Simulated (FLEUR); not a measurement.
A self-consistent single point of Au (Fm-3m, 1 atom in the cell) with FLEUR.

Method: PBEsol, all-electron FLAPW (FLEUR), scalar-relativistic valence run with FLEUR.

```xyz
1
Lattice="0.0000 2.0339 2.0339 2.0339 0.0000 2.0339 2.0339 2.0339 0.0000" Properties=species:S:1:pos:R:3 pbc="T T T"
Au     0.0000     0.0000     0.0000
```

Reference input (self-consistent single point, DFT, PBEsol, all-electron FLAPW (FLEUR), scalar-relativistic valence): Kmax = 4 1/bohr; GmaxXC = 16 1/bohr; xcFunctional = PBEs; jspins = 1; l_soc = F; mode = hist; fermiSmearingEnergy = 0.00367493 Htr; mesh (inpgen div1-3) = 10 10 10; inpgen gamma flag = true; Gmax = 16 1/bohr; numbands = 0; maxIterBroyd = 15. This run's input differs from it in these lines:

```diff
@@ -14,3 +14,3 @@
 &exco xctyp='PBEs' /
-&kpt div1=10 div2=10 div3=10 gamma=t /
+&kpt div1=2 div2=2 div3=2 gamma=t /
 &end /
```

The program printed (abridged):

```
      Welcome to FLEUR        (www.flapw.de)
      MaX-Release 8.1          (www.max-centre.eu)

 ========== k-point set info ==========
 Selected k-point list: default-1
 k-point list type: mesh
 2 x 2 x 2
 Number of k points: 3

 ------------Calculation Setup---------------------------
 Number of basis functions:          130
 Instability in determination of fermi-level,
 doubled temperature broading to continue
 Instability in determination of fermi-level,
 doubled temperature broading to continue
 Instability in determination of fermi-level,
 doubled temperature broading to continue
 Instability in determination of fermi-level,
 doubled temperature broading to continue
 Instability in determination of fermi-level,
 doubled temperature broading to continue
 Instability in determination of fermi-level,
 doubled temperature broading to continue
 Instability in determination of fermi-level,
 doubled temperature broading to continue
 Instability in determination of fermi-level,
 doubled temperature broading to continue
 Instability in determination of fermi-level,
 doubled temperature broading to continue
 Instability in determination of fermi-level,
 doubled temperature broading to continue
 Instability in determination of fermi-level,
 doubled temperature broading to continue
 Instability in determination of fermi-level,
 doubled temperature broading to continue
 Instability in determination of fermi-level,
 doubled temperature broading to continue
 Instability in determination of fermi-level,
 doubled temperature broading to continue
 Instability in determination of fermi-level,
 doubled temperature broading to continue
 Instability in determination of fermi-level,
 doubled temperature broading to continue
 Instability in determination of fermi-level,
 doubled temperature broading to continue
 Instability in determination of fermi-level,
 doubled temperature broading to continue
 Instability in determination of fermi-level,
 doubled temperature broading to continue
 Instability in determination of fermi-level,
 doubled temperature broading to continue
 Instability in determination of fermi-level,
 doubled temperature broading to continue
**************FLEUR-Error*****************
Error message: Determination of fermi-level did not converge
Error occurred in subroutine: ef_newton
Hint: change temp. broad., set gauss = T, or use finer k mesh
Error from PE:0/1
 Last known location:
```

The program stopped with an error. 

The starting cell has typed, rounded lattice constants, without a prior relaxation at this level. Its lattice was rescaled by up to half a per cent. Values depend on the basis (sphere radii, cutoffs, local orbitals), which need not be converged.
